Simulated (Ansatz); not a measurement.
Surface energy of faces of hcp Lu in PBE and in r2SCAN, in Ansatz (plane waves, PAW). Symmetric slabs relaxed with PBE from ideal cuts in 1x1 cells (the lowest computed cut and spin start of each face; real faces may reconstruct in larger cells); r2SCAN values are single points on them, with the bulk at the same level. No spin-orbit coupling, no U.

```tsv
face	PBE (J/m²)	r2SCAN (J/m²)
(0001)	1.15	1.29
(10-10)	1.08	1.18
(10-11)	1.11	1.21
(10-12)	1.14	1.24
(11-20)	1.13	1.24
(11-21)	1.25	1.37
(11-22)	1.21	1.33
(11-23)	1.21	1.34
(20-21)	1.11	?
```

Question: Fit a straight line y = a·x + b by least squares to the 8 complete rows (x: PBE (J/m²); y: r2SCAN (J/m²)).

Answer: the means are x̄ = 1.1600 and ȳ = 1.2750; Σ(x − x̄)² = 0.023400 and Σ(x − x̄)(y − ȳ) = 0.027000, so a = 1.154 and b = ȳ − a·x̄ = -0.063. The largest residual is 0.027.

Question: What does the line predict for the withheld row, (20-21), and what did the calculation give?

Answer: the line gives 1.22; the calculation gave 1.22, a miss of 0.00, of the size of the fitted rows' scatter and rounding.

Ansatz is a program for electronic structure.
